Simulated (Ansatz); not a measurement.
The (10-10) surface of wurtzite CdSe in its 1x1 cell (cut with top plane Cd + Se, bottom plane Cd + Se), outermost plane spacing 1.27 Å in the ideal cut

Method: r2SCAN, at the PBE geometry (plane waves to 500 eV, PAW; Ansatz, a quantum-chemistry and plane-wave program).

Set-up: 16 atoms, Cd8Se8, 12.7 Å thick at the start; mesh 6x4x1; 0.025 eV smearing; dipole correction on; single point; on the structure that PBE left under its start's symmetry; no spin, no spin-orbit, no U.

surface energy (mean of both faces): 0.32 J/m²
gap of the slab on its k-mesh: 1.40 eV
highest filled level below the top vacuum level: 5.99 eV
cost: roughly 4 core-minutes
